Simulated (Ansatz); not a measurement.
Input:

```xyz
2
Lattice="2.8267 0.0000 0.0000 1.4133 2.4480 0.0000 1.4133 -0.8160 2.3400" Properties=species:S:1:pos:R:3 pbc="T T T"
Al     0.0000     0.0000     0.0000
N      1.4133     0.8160     1.1700
```

No spin polarisation.

A single point on AlN with a change (biaxial strain −1.18 %, plane normal [111], relaxed out of plane), its geometry relaxed with PBEsol.

Computed with r2SCAN (Ansatz, an electronic-structure program; PAW; 500 eV plane waves; spin-orbit coupling left out). k-mesh 14×14×14 (Γ-centred); smearing 0.05 eV (Fermi–Dirac).

Task: What gap character does the calculation give?

Result: Indirect, Γ → F.

Task: What smallest direct gap does the calculation give?

Result: 6.70 eV.

Task: What is the computed pressure?

Result: 46.5 kbar.

Single points use the geometry relaxed with PBEsol. Whether these cells are dynamically stable was not tested. The cell was made from AlN in the rock salt structure (space group Fm-3m, No. 225; a model cell, its experimental status unchecked) by this change: biaxial strain −1.18 %, plane normal [111], relaxed out of plane. This is not the structure that AlN has at room temperature and ambient pressure.
